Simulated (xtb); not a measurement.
xtb 6.7.1, GFN2-xTB: Ti(OMe)(NH2)3 (C[O][Ti]([NH2])([NH2])[NH2]), 15 atoms. The geometry is a generated start, not checked to be a minimum at this level.

| Item | Result |
|---|---|
| method | GFN2-xTB |
| --acc | 1 (default) |
| --etemp (K) | 300 (default) |
| detailed input (--input) | none: ANC optimiser, Lindh (1995) Hessian, microcycle=20, maxdispl=1.0, hlow=0.01 (default) |
| basis functions | 39 |
| valence electrons | 38 |

```xyz
15

Ti    -0.4858     0.2188     0.0304
O      0.2764    -1.0626    -0.8712
C      1.5983    -1.4594    -0.9966
H      1.8795    -2.1435    -0.1769
H      1.7439    -1.9956    -1.9486
H      2.2827    -0.5912    -0.9813
N     -0.3096    -0.2000     1.8401
H     -0.5988     0.3609     2.6402
H      0.3141    -0.9362     2.1741
N     -2.3068     0.3248    -0.3550
H     -2.8490     1.1756    -0.5028
H     -2.9545    -0.4347    -0.1416
N      0.2863     1.8920    -0.2480
H      1.2733     2.0635    -0.4391
H     -0.1499     2.7876    -0.0237
```

Charge 0 and multiplicity 1 are set for this test and not shown to be the ground state.

The structure is relaxed from this start with --opt LEVEL for the levels crude, sloppy, loose, lax, normal, tight, vtight, extreme, once each. Up to the end of the extreme run atoms move by at most 1.2 Å along an axis.

Q: Choose the cheapest level whose final energy lies within 5 meV of that of extreme.

A: normal: 70 cycles against 94, ending 0.72 meV above.

```csv
level,cycles,energy above the extreme run (meV),gradient norm (eV/Å)
crude,1,80,0.13
sloppy,1,80,0.13
loose,1,80,0.13
lax,32,19,0.076
normal,70,0.72,0.044
tight,79,0.15,0.023
vtight,92,under 0.01,0.0042
extreme,94,—,0.0017
```
